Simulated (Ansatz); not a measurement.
Consider GaP in the zinc blende structure (space group F-43m, No. 216; a = 5.4385 Å).

Computed with PBEsol (Ansatz, an electronic-structure program, PAW, without spin-orbit coupling).

Before the change:

| Item | Result |
|---|---|
| Band gap | 1.45 eV |
| Pressure | 0.00 GPa |
| Width of the top valence band | 3.51 eV |
| Gap character | indirect, Γ → Γ–X (87 % along) |

One thing is altered: the cell is scaled by 1.0155 in all directions, atoms relaxed at fixed cell.

Question: What does the calculation give for the band gap, pressure, width of the top valence band and gap character after the change?

Answer: The band gap falls by 0.03 eV (1.45 eV → 1.42 eV); the pressure goes from zero to -3.53 GPa; the width of the top valence band decreases by 0.22 eV, from 3.51 eV to 3.29 eV; the gap character becomes direct at Γ (base: indirect, Γ → Γ–X (87 % along)).

The cells carry an imposed strain or load. Stability against distortions was not tested.
